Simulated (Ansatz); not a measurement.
# WC: transverse stress against strain

WC (WC type, P-6m2, 10.128 Å³/atom at rest, c along z) under a strain ε along c (axis z), the other axes held. LDA in Ansatz, a plane-wave DFT program (PAW, default set), 420 eV, 23×23×20 Γ-centred mesh, Fermi-Dirac smearing 0.10 eV; ions are relaxed within the symmetry of each cell. Stress is positive for a compressed cell.

Here s stands for strain and y for stress xx.

```
strain (%)  stress xx (GPa)
----------  ---------------
-3.00                     ?
-1.50                  3.11
-1.00                  2.04
-0.50                  1.00
0.00                   0.00
0.50                  -0.96
1.00                  -1.89
1.50                  -2.78
```

Task: Fit y against s with a straight line, and predict the withheld value at s = -3.00.

Result: Means: s 0, y 0.074. About the means, the sum of products is -13.745 and the sum of squares of s is 7.0000; the slope is their ratio. Least squares gives y = 0.074 - 1.9636·s. Residuals (row less fit): 0.091, 0.002, -0.056, -0.074, -0.052, 0.000, 0.091; standard error 0.075 (degrees of freedom: 5). The slope gives the elastic constant C13 = 196 ± 3 GPa. At the withheld row, y = 0.074 - 1.9636 × (-3.0) = 5.965 GPa. The calculation gives 6.57 GPa, 0.605 GPa above the prediction (6.5 % of the range of y in the table). The row lies outside the fitted rows, so this is an extrapolation. From the scatter of the fitted rows alone, a prediction at this place has a standard error of 0.116 GPa, so the miss is 5.2 times that.

One order more, fitted to all 13 runs of the series, follows each within 0.01, so the miss is the next term of a smooth law. In a metal these values are sensitive to mesh and smearing; energies are taken to zero smearing, stresses follow the free energy. Rows are the converged runs of the series near zero and its far end; series whose fitted rows scatter by over a few per cent of the range, as at a crossing or softening among them, aren't shown in this form. Most that stay on the fit to the last digits aren't either.
